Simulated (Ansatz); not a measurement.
# BeS: energy against strain

BeS (zinc blende, F-43m, 14.425 Å³/atom at rest) under an equal strain ε in the (111) plane with the normal axis free, as in a coherent film. r2SCAN in Ansatz, a plane-wave DFT program (PAW, default set), 500 eV, 12×12×12 Γ-centred mesh, Fermi-Dirac smearing 0.05 eV; ions are relaxed within the symmetry of each cell.

Here s stands for strain and y for E less E0.

```csv
strain (%),E less E0 (meV/atom)
-2.50,?
-1.25,3.45
-0.83,1.51
-0.42,0.38
0.00,0.00
0.42,0.38
0.83,1.46
1.25,3.27
```

Fit y against s with a parabola, and predict the withheld value at s = -2.50.

Least squares gives y = 0.001 - 0.0549·s + 2.1501·s². Residuals (row less fit): 0.021, -0.018, -0.023, -0.001, 0.023, 0.023, -0.022; standard error 0.027 (degrees of freedom: 4). Twice the quadratic coefficient over the volume, 2 × 2.1501 meV × 10⁴ × 0.1602 / 14.425 Å³, is twice the biaxial elastic modulus of this plane = 478 ± 4 GPa. At the withheld row, y = 0.001 - 0.0549 × (-2.50) + 2.1501 × (-2.50)² = 13.576 meV/atom. The calculation gives 14.20 meV/atom, 0.624 meV/atom above the prediction (4.4 % of the range of y in the table). The row lies outside the fitted rows, so this is an extrapolation. From the scatter of the fitted rows alone, a prediction at this place has a standard error of 0.102 meV/atom, so the miss is 6.1 times that.

One order more, fitted to all 13 runs of the series, follows each within 0.01, so the miss is the next term of a smooth law. Rows are the converged runs of the series near zero and its far end; series whose fitted rows scatter by over a few per cent of the range, as at a crossing or softening among them, aren't shown in this form. Most that stay on the fit to the last digits aren't either.
